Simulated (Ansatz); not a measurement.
The starting structures come from a database of crystals and need not be the phases stable at ambient conditions.

By PBEsol, the system below comes out a metal.

The ballistic (Sharvin) conductance counts the channels at the Fermi level: G/A = (e²/h) × channels of both spins per area.

Consider the following.

```
Ag3Pt
1.0
    5.73623     0.00000     0.00000
   -2.86812     4.96772     0.00000
    2.86812     1.65591     2.34181
Ag Pt
3 1
Direct
  0.50000   0.50000   0.00000
  0.50000   0.00000   0.00000
  0.00000   0.50000   0.00000
  0.00000   0.00000   0.00000
```

Space group of this cell: Pm-3m, Cu3Au type. The cell is taken as given; by PBEsol its mean pressure is -4.9 GPa.

The current flows along the normal of the first two printed cell vectors, the (111) plane of the conventional cell. No spin-orbit coupling; the value is a mean over 0.1 eV about the Fermi level.

Task: Predict the ballistic conductance per area from PBEsol (Ansatz, a first-principles code).

Result: 0.75 × 10¹⁵ S/m² for both spins.
